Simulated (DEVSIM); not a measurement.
System: Ti/La2O3/p-Si capacitor, at 300 K.

```csv
layer (left to right),material,thickness (nm),Na (cm⁻³)
1,La2O3,5.10,-
2,Si,6200,8.5e15
```

Metal gate on the left, work function 4.33 eV. Fixed charge at the semiconductor interface 1.1e10 cm⁻² (in units of +e); no interface traps.

The device is made up for the run: typed textbook-type constants, with dimensions and the other settings drawn at random. Values at 300 K.

```tsv
parameter	La2O3	Si
gap (eV)	5.8	1.124
affinity (eV)	1.8	4.05
permittivity	27	11.7
Nc (cm⁻³)	-	2.86e19
Nv (cm⁻³)	-	3.1e19
```

DEVSIM, 1D Poisson equation in equilibrium, Boltzmann statistics, complete ionisation; no quantum confinement or tunnelling. Metal contacts follow the ideal Schottky-Mott rule: no Fermi-level pinning, no interface dipoles.

The interface trap density was swept, all else fixed.

```tsv
interface trap density (cm^-2 eV^-1)	minimum of the low-frequency capacitance (μF/cm²)	threshold voltage (band bending 2φF) (V)	flat-band voltage (V)
0	0.0357	0.08	-0.63
1e10	0.0373	0.08	-0.63
1e11	0.0514	0.08	-0.63
3e11	0.0825	0.08	-0.64
1e12	(withheld)	0.09	-0.64
2e12	0.331	0.10	-0.66
```

**Question.** Fill in the missing entries.

**Answer.** 
- 1e12, minimum of the low-frequency capacitance (μF/cm²): 0.188
